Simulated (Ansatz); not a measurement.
Bond-angle distributions (per cent of the angles at each element, bins of 10°) of a relaxed model of amorphous Si24O51La2 at 2.51 g/cm³. Computed with PBE, scalar-relativistic without spin-orbit coupling (plane waves to 420 eV, PAW; Ansatz, a program for electronic structure).

It comes from a melt-quench run on a machine-learned potential (CHGNet), relaxed afterwards by DFT. O atoms were pushed apart under 1.9 Å during the dynamics, to hinder bonds among them. The hot cell started wider than the set density and was brought back towards it in steps. It is the lowest in DFT energy of 2 quenches. It is a model cell: composition and starting density were chosen by hand, and all elements were melted together. No dispersion term was used. Its density started from a set value of 2.51 and ended at 2.51 g/cm³. The quench (nominally 400 K/ps over its main leg) was far faster than any real one, so the model tends to hold more defects than a real film. One small periodic cell is one sample of the glass; other quenches scatter about these values. The volume was held where the preparation left it and the shape relaxed, at a PBE pressure of -0.5 GPa (tension). Stress components on the final sampling reach 0.5 GPa.

Neighbours within Si-Si 2.60 Å, Si-O 2.02 Å, Si-La 3.20 Å, O-O 1.58 Å, O-La 3.00 Å, La-La 3.96 Å count as bonded. Two cations that share two anions don't count as bonded, nor two that share one unless they lie closer than Si-Si 2.38 Å, Si-La 3.11 Å, La-La 3.85 Å.

```json
[
 {"angle (°)": "50-60", "at Si": "0", "at O": "0", "at La": "7"},
 {"angle (°)": "60-70", "at Si": "0", "at O": "0", "at La": "13"},
 {"angle (°)": "70-80", "at Si": "0", "at O": "0", "at La": "10"},
 {"angle (°)": "80-90", "at Si": "2", "at O": "3", "at La": "10"},
 {"angle (°)": "90-100", "at Si": "1", "at O": "10", "at La": "10"},
 {"angle (°)": "100-110", "at Si": "49", "at O": "5", "at La": "10"},
 {"angle (°)": "110-120", "at Si": "47", "at O": "2", "at La": "13"},
 {"angle (°)": "120-130", "at Si": "1", "at O": "19", "at La": "10"},
 {"angle (°)": "130-140", "at Si": "0", "at O": "17", "at La": "10"},
 {"angle (°)": "140-150", "at Si": "0", "at O": "19", "at La": "3"},
 {"angle (°)": "150-160", "at Si": "0", "at O": "14", "at La": "0"},
 {"angle (°)": "160-170", "at Si": "0", "at O": "8", "at La": "3"},
 {"angle (°)": "170-180", "at Si": "0", "at O": "3", "at La": "0"}
]
```

They go with these counts of neighbours within the cut-offs, cation contacts included: Si mean 4.0, most often 4; O mean 2.1, most often 2; La mean 6.0, most often 6.
